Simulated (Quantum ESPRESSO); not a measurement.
Troubleshooting Quantum ESPRESSO: a failed run on Si3N4 (Fd-3m, 14 atoms in the cell). The aim is a self-consistent single point with DFT, PBE, plane waves, GBRV 1.5 ultrasoft (PBE) pseudopotentials.

Cell that was meant: a = 5.5066 Å, b = 5.5066 Å, c = 5.5066 Å, α = 60.00°, β = 60.00°, γ = 60.00°.

Part of the input:

```fortran
N     0.88740000    0.88740000    0.88740000
N     0.33780000    0.88740000    0.88740000
N     0.88740000    0.33780000    0.88740000
N1     0.88740000    0.88740000    0.33780000
K_POINTS automatic
6 6 6  1 1 1
```

Log, with long lists cut:

```
     This program is part of the open-source Quantum ESPRESSO suite
     for quantum simulation of materials; please cite

 %%%%%%%%%%%%%%%%%%%%%%%%%%%%%%%%%%%%%%%%%%%%%%%%%%%%%%%%%%%%%%%%%%%%%%%%%%%%%%
     Error in routine read_cards (14):
     species N1 in ATOMIC_POSITIONS is nonexistent
 %%%%%%%%%%%%%%%%%%%%%%%%%%%%%%%%%%%%%%%%%%%%%%%%%%%%%%%%%%%%%%%%%%%%%%%%%%%%%%

     stopping ...
```

Task: From the messages shown, name the fault and mend the input.

Result: The fault is an atom label that is not in the list of species. Labels in the positions must match the species card. To fix it, correct the label. The program stopped before any SCF iteration.

An input that runs soundly differs in these lines (not the only fix; some lines may just follow from the change or write a value another way):
```diff
-N1     0.88740000    0.88740000    0.33780000
+N     0.88740000    0.88740000    0.33780000
```

With that input, the run converged in 12 iterations: free energy E − TS -2988.0282 eV; top of the valence band (on the code's own zero) 10.92 eV; gap on the k-point mesh 3.54 eV; pressure 5.03 GPa; largest force (vector length) 2.928 eV/Å (DFT, PBE, plane waves, GBRV 1.5 ultrasoft (PBE) pseudopotentials).

On the sound input: the starting cell was generated: these elements placed on a structure prototype, without a prior relaxation; it need not be a known phase or ordering of this composition. Its lattice was rescaled by a random factor within 2.5 % of one. With a pressure of about 5 GPa the cell is away from its equilibrium volume at this level. Forces in this geometry exceed 1 eV/Å. The shifted mesh does not hold Γ, so a gap read on it misses any band edge there.
